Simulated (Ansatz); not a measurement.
Given:

```yaml
crystal:
  lattice:
    - [4.34857, 0.00000, 0.00000]
    - [2.17429, 3.76597, 0.00000]
    - [2.17429, -1.25532, 3.46298]
  atoms:
    - { symbol: Ga, position: [0.00254, 0.99873, 0.99619] }
    - { symbol: Sb, position: [0.49746, 0.25127, 0.75381] }
```

No spin polarisation.

The values are results of LDA/PAW in Ansatz (a quantum-chemistry and plane-wave program), no spin-orbit coupling, not measurements. k-mesh 13×13×13 (Γ-centred); smearing 0.05 eV (Fermi–Dirac).

Q: What pressure (mean of the normal stresses, compression positive) does the calculation give?

A: -1.3 GPa.

Q: What is the computed space group?

A: R3m (No. 160).

The cells carry an imposed strain or load. No phonon test of stability was made. All final runs are without spin polarisation. The cell was made from GaSb in the zinc blende structure (space group F-43m, No. 216) by this change: biaxial strain +1.67 %, plane normal [111], relaxed out of plane.
